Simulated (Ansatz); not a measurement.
Start from CdS in the wurtzite structure (space group P6_3mc, No. 186; a = 4.1962 Å, c = 6.8295 Å).

Computed with PBE (Ansatz, a quantum-chemistry and plane-wave program; PAW; 420 eV plane waves; no SOC).

One change was made to it. Results:

The volume per atom drops by 0.93 Å³ (26.04 Å³ → 25.11 Å³); the gap character is still direct at Γ.

Q: Which change produced these results?
A. pressure 9 GPa
B. pressure 0.9 GPa
C. pressure 2.1 GPa
D. pressure 15 GPa
E. pressure −2 GPa

A: C, pressure 2.1 GPa. For comparison, the volume per atom in the other runs: pressure 0.9 GPa gives 25.62 Å³; pressure −2 GPa gives 27.13 Å³; pressure 9 GPa gives 22.94 Å³; pressure 15 GPa gives 21.64 Å³.

Load acts through the strain it causes; cell and atoms are relaxed under it. No phonon test of stability was made. Measured, CdS leaves this structure (for rock salt) near 2.54 GPa (temperature not stated; as listed in Datta, Sujoy, Jana, Debnarayan, arXiv (2020)), on rising pressure, with hysteresis.
